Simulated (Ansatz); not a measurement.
The reference is HfSi2 (space group Cmcm, No. 63; a = 3.6828 Å, b = 14.5980 Å, c = 3.6582 Å).

The values are results of plane-wave PAW DFT at the PBE level (Ansatz, an electronic-structure program, 420 eV), scalar-relativistic without spin-orbit coupling, not measurements.

For the base:

The pressure is 0.0 GPa.

Perturbation: the cell is scaled by 0.9879 in all directions, atoms relaxed at fixed cell.

### Question
Predict the new pressure.

### Answer
The pressure (mean of the normal stresses, compression positive) goes from zero to 5.2 GPa.

### Question
How does this affect the energy relative to the base?

### Answer
The energy grows by 9.2 meV/atom.

The cells carry an imposed strain or load. Stability against distortions was not tested. All final runs are without spin polarisation.
